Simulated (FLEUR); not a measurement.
```
CELL_PARAMETERS angstrom
      1.68705     0.97402     5.39924
     -1.68705     0.97402     5.39924
      0.00000    -1.94804     5.39924
ATOMIC_POSITIONS crystal
  Mn 0.22189 0.22189 0.22189
  Mn 0.77811 0.77811 0.77811
  Se 0.00000 0.00000 0.00000
  S  0.50000 0.50000 0.50000
```
Moments meant for the start (each program seeds them in its own way; μB, in the order of the atoms Mn Mn Se S): 4.0 4.0 0.0 0.0.

Method: PBEsol, all-electron FLAPW (FLEUR), scalar-relativistic valence run with FLEUR.

The set-up and first iterations of a FLEUR log for Mn2SeS (R-3m, 4 atoms in the cell):

```
      Welcome to FLEUR        (www.flapw.de)
      MaX-Release 8.1          (www.max-centre.eu)

 ========== k-point set info ==========
 Selected k-point list: default-1
 k-point list type: mesh
 6 x 6 x 6
 Number of k points: 32

 ------------Calculation Setup---------------------------
           1           2           4           8          16          32
 Number of basis functions:          539
 Iteration:     1   Distance:      22.13407383 me/bohr^3
 Iteration:     2   Distance:      20.05124085 me/bohr^3
 Iteration:     3   Distance:      17.20289048 me/bohr^3
 Iteration:     4   Distance:      12.62435783 me/bohr^3
 Iteration:     5   Distance:      10.42598316 me/bohr^3
```

Q: How does the run end?

A: The run converged in 39 iterations. Convergence of the loop says nothing yet on basis, mesh or lower states. It ends on: free energy E − TS -139928.6249 eV; Fermi level (on the code's own zero) 11.55 eV; size of the cell's spin moment 2.45 μB; site moments (μB, in the program's spheres or projections) Mn 1.24, Mn 1.24, Se -0.05, S -0.04. The log goes on:

```
   [... 30 lines left out ...]
 Iteration:    36   Distance:       0.00002989 me/bohr^3
 Iteration:    37   Distance:       0.00002937 me/bohr^3
 Iteration:    38   Distance:       0.00002498 me/bohr^3
 Iteration:    39   Distance:       0.00000638 me/bohr^3
 Reset of history
 Run finished successfully
 Stop message:
   Structural relaxation: new displacements generated

[file out, last iteration]
             iter=     40
[...]
          total density-effective poten   -8.1883629263E+03
          total charge density-energy d   -2.1398602216E+02
 Updated energy parameters for spin:           1
 Updated energy parameters for spin:           2
[...]
 fermi energy and band-weighting factors:

[...]
FERMIE:
          first approx. to ef    (T=0)  :   0.424590 htr   (energy of the highest occ. eigenvalue)
          number of occ. states  (T=0)  :       1655
          first approx. to seigv (T=0)  : -33.337247 htr
          sum of weights of occ. states :  52.027778
          sum of semicore charge        :   0.000000 e
FERHIS:  Fermi-Energy by histogram:
          bandgap                     :   0.000222 htr
          charge neutrality (T=0)     :   0.027778    (zero if the highest occ. eigenvalue is "entirely" occupied)
   [... lines left out ...]
     EF_NEWTON:  Adjust Fermi-Energy by Newton-Method.
 Direct bandgap for spin            1 :    9.2715581782693013E-003  Htr
 Direct bandgap for spin            2 :    5.2653876591969295E-003  Htr
 ---->    free energy=                     -5142.2821188220 htr
   [... lines left out ...]
 ***** TOTAL FORCES ON ATOMS *****
 TOTAL FORCE FOR ATOM TYPE=  1  X=  0.000   Y=  0.000   Z=  6.792
                       FX_TOT= 0.000000 FY_TOT= 0.000000 FZ_TOT= 0.006122
 TOTAL FORCE FOR ATOM TYPE=  2  X=  0.000   Y=  0.000   Z=  0.000
                       FX_TOT= 0.000000 FY_TOT= 0.000000 FZ_TOT= 0.000000
 TOTAL FORCE FOR ATOM TYPE=  3  X=  0.000   Y=  0.000   Z= 15.305
                       FX_TOT= 0.000000 FY_TOT= 0.000000 FZ_TOT= 0.000000
```

For comparison: a first run was changed to give this one (lattice scaled by 0.98), and from it to this one the free energy rises by 24.5 meV/atom and the size of the net moment goes from 0.89 to 0.61 μB/atom.

The starting cell comes from a database of computed structures (which also holds hypothetical and non-ambient phases and stackings), without a prior relaxation at this level. For this run, on top of that: lattice scaled by 0.98. The magnetic order is the one reached from the typed start; others were not searched systematically. Values depend on the basis (sphere radii, cutoffs, local orbitals), which need not be converged. The log's line on a gap gives a spacing of levels on this mesh, which the program prints for metals too.

FLEUR gives forces in its relaxation mode, with a further iteration, so its stop message speaks of a relaxation.

The run was DFT, PBEsol, all-electron FLAPW (FLEUR), scalar-relativistic valence. Main settings of its input:

- Kmax: 4.3 1/bohr
- GmaxXC: 12.9 1/bohr
- xcFunctional: PBEs
- jspins: 2
- l_soc: F
- mode: hist
- fermiSmearingEnergy: 0.00367493 Htr
- mesh (inpgen div1-3): 6 6 6
- inpgen gamma flag: true
- Gmax: 12.9 1/bohr
- numbands: 0
- maxIterBroyd: 25
